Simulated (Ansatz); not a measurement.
The reference is Ge in the diamond structure (space group Fd-3m, No. 227; a = 5.762 Å).

All numbers come from PBE (Ansatz, a program for electronic structure; PAW; 420 eV plane waves; spin-orbit coupling left out).

Strains are applied to the cell and any free atomic positions relax.

One change was made to it. Results:

The energy increases by 22 meV/atom; the pressure goes from zero to -3.6 GPa.

Name the change that was made.
(A) isotropic strain −2.00 %
(B) isotropic strain +1.50 %
(C) isotropic strain −2.50 %
(D) isotropic strain +2.50 %

D, isotropic strain +2.50 %. For comparison, the energy relative to the base in the other runs: isotropic strain −2.50 % gives +27 meV/atom; isotropic strain +1.50 % gives +8.4 meV/atom; isotropic strain −2.00 % gives +17 meV/atom.

Stability against distortions was not tested.
